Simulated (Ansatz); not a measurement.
Density of states of CaTiO₃ (Pm-3m) above the conduction band minimum, PBEsol, rigid bands in Ansatz (a quantum-chemistry and plane-wave program); cell volume 56.7 Å³.

```tsv
energy from edge (eV)	10⁻³ states/eV/cell
0.006	85.4
0.031	188
0.056	263
0.081	330
0.106	392
0.131	461
0.156	530
0.181	618
0.206	773
0.231	814
0.256	831
0.281	849
0.319	877
0.344	896
0.369	916
0.394	925
0.419	940
0.444	964
0.469	984
0.494	1000
0.519	1020
0.544	1040
0.569	1060
0.594	1080
```

Q: What effective density of states at 300 K does this give (∫ g(E) exp(−E/k_BT) dE, both spins, divided by the cell's size)?

A: 7.3e19 cm⁻³, a density-of-states mass of 2.0 mₑ, valleys and band degeneracy included.

Spin-orbit coupling is left out. Geometry: cell and atoms relaxed with PBEsol.

CaTiO3 (Pm-3m): a high-temperature phase held by its symmetry.
